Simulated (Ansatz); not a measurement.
**Refining one setting for Y2Sb (Pnma, 12 atoms in the cell)**

```
CELL_PARAMETERS angstrom
      6.63392     0.00000     0.00000
      0.00000     5.04221     0.00000
      0.00000     0.00000     9.58938
ATOMIC_POSITIONS crystal
  Y  0.53800 0.25000 0.78200
  Y  0.03800 0.25000 0.71800
  Y  0.46200 0.75000 0.21800
  Y  0.96200 0.75000 0.28200
  Y  0.17400 0.25000 0.06200
  Y  0.67400 0.25000 0.43800
  Y  0.82600 0.75000 0.93800
  Y  0.32600 0.75000 0.56200
  Sb 0.70200 0.25000 0.11100
  Sb 0.20200 0.25000 0.38900
  Sb 0.29800 0.75000 0.88900
  Sb 0.79800 0.75000 0.61100
```

Method: PBE (plane waves, PAW; Ansatz, a quantum-chemistry and plane-wave program).

The starting cell was generated: these elements placed on a structure prototype, without a prior relaxation; it need not be a known phase or ordering of this composition. Ansatz's pressure includes its estimate of the finite-basis (Pulay) stress. Without a gap this mesh is coarse (it stands for a supercell whose shortest vector is 15 Å).

Held fixed: kpoints.mp_grid.grid = 3 3 2; hamiltonian.xc = pbe; hamiltonian.pseudopotentials = {kind: paw} (the program's default PAW files); scf.occupations.method = cold; scf.occupations.width = 0.272 eV.

ΔF is the free energy per atom less that of the last row (840 eV).

The first pressure column holds Ansatz's estimate of the finite-basis (Pulay) stress, which hides part of the cutoff error; the other is without it.

| basis.ecutwfc | ΔF (meV/atom) | pressure (GPa) | largest force (eV/Å) | pressure at a fixed set of plane waves (GPa) | plane waves | iterations |
|---|---|---|---|---|---|---|
| 170 eV | 13138.7 | 2.19 | 0.580 | -356.79 | 1637 | 8 |
| 210 eV | 2495.0 | 2.97 | 0.702 | -86.62 | 2203 | 7 |
| 250 eV | 427.7 | 2.45 | 0.643 | -17.02 | 2877 | 7 |
| 295 eV | 49.6 | 2.50 | 0.647 | -0.55 | 3675 | 6 |
| 335 eV | 5.2 | 2.51 | 0.650 | 2.11 | 4465 | 7 |
| 380 eV | 1.00 | 2.50 | 0.650 | 2.48 | 5387 | 7 |
| 420 eV | 0.68 | 2.50 | 0.650 | 2.48 | 6243 | 7 |
| 485 eV | 0.16 | 2.50 | 0.650 | 2.49 | 7759 | 7 |
| 545 eV | 0.05 | 2.49 | 0.650 | 2.49 | 9275 | 7 |
| 630 eV | 0.03 | 2.49 | 0.650 | 2.49 | 11517 | 7 |
| 735 eV | 0.01 | 2.49 | 0.650 | 2.49 | 14533 | 7 |
| 840 eV | 0.00 | 2.49 | 0.650 | 2.49 | 17769 | 7 |

Largest force within 0.005 eV/Å of the last row: from basis.ecutwfc = 295 eV on; the one before it is off by 0.0070 eV/Å. The value it settles on is 0.650 eV/Å at this level of theory and with the other settings as held.

Keys are those of Ansatz 0.2.
